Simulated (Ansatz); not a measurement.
The parent structure is BeI2 in the CdI2 type structure (space group P-3m1, No. 164; a = 3.792 Å, c = 6.585 Å; a hypothetical phase, not in the database extracts checked).

The values are results of PBE-D3(BJ) (Ansatz, a first-principles code, PAW, scalar-relativistic without spin-orbit coupling), not measurements.

Free-standing slabs (3 atom(s) a layer) normal to the stacking axis with 15 Å of vacuum; in-plane cell relaxed.

One change was made to it. Results:

The band gap grows by 0.076 eV to 2.46 eV; the in-plane lattice parameter a rises by 0.007 Å to 3.799 Å; the gap character comes out as indirect, Γ–M (25 % along) → M; the shortest interatomic distance increases by 0.005 Å to 2.663 Å.

What was done to the base?
A) 4 layers
B) 3 layers
C) 1 layer

C, 1 layer. For comparison, the band gap in the other runs: 3 layers gives 2.41 eV; 4 layers gives 2.40 eV.

With I present, leaving out spin-orbit coupling can change the band edges. No phonon test of stability was made.
